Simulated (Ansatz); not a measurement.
Take NaF in the rock salt structure (space group Fm-3m, No. 225; a = 4.702 Å) as the base.

Computed with PBE (Ansatz, an electronic-structure program, PAW, spin-orbit coupling left out).

One change was made to it. Results:

```csv
quantity,base,after
shortest interatomic distance,4.442 bohr,4.144 bohr
density,2.68 g/cm³,3.31 g/cm³
band gap,6.09 eV,7.31 eV
width of the top valence band,0.53 eV,0.73 eV
```

Q: Which of these changes matches the shifts?
(A) pressure 2.1 GPa
(B) pressure 4.5 GPa
(C) pressure 15 GPa

A: C, pressure 15 GPa. For comparison, the band gap in the other runs: pressure 2.1 GPa gives 6.31 eV; pressure 4.5 GPa gives 6.54 eV.

Load acts through the strain it causes; cell and atoms are relaxed under it. Stability against distortions was not tested. Competing high-pressure phases were not computed.
